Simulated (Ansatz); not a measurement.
Start from Na in the bcc (W type) structure (space group Im-3m, No. 229; a = 4.2220 Å).

The values are results of r2SCAN, PAW, 500 eV (Ansatz, a first-principles code; no spin-orbit coupling), not measurements.

One change was made to it. Results:

```csv
quantity,base,after
shortest interatomic distance,3.656 Å,4.170 Å
band gap,zero,zero
```

Q: Name the change that was made.
A. Na → Sr
B. Na → Li
C. Na → H

A: A, Na → Sr. For comparison, the shortest interatomic distance in the other runs: Na → Li gives 3.012 Å; Na → H gives 1.561 Å.

No phonon test of stability was made. This is not the structure that Sr has at room temperature and ambient pressure.
